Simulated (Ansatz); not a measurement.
## Effect of S → P on SnS

The reference is SnS in the rock salt structure (space group Fm-3m, No. 225; a = 5.744 Å).

Now apply this change: full substitution S → P; the structure is relaxed again.

Method: PBEsol/PAW in Ansatz (a first-principles code), no spin-orbit coupling. Γ-centred 15×15×15 mesh, Fermi–Dirac width 0.05 eV, for the changed cell.

```tsv
quantity	base	changed	shift
density	5.29 g/cm³	5.93 g/cm³	+0.648 g/cm³
band gap (uncertain: the edges found look like a band crossing or inverted bands; the base alone)	0.30 eV	zero	–
```

Final structure:

```
SnP
1.0
    0.00000     2.75662     2.75662
    2.75662     0.00000     2.75662
    2.75662     2.75662     0.00000
Sn P
1 1
Cartesian
  2.75662   2.75662   2.75662
  0.00000   0.00000   0.00000
```

Cost of the whole job for the changed cell (relaxation, final SCF and bands): roughly 27 core-seconds.

Stability against distortions was not tested. For SnP in this form, whether it has been made was not checked. All final runs are without spin polarisation. An odd electron count without spin: SnP. A zero or small gap of SnS can be the functional's error rather than a property of the material.
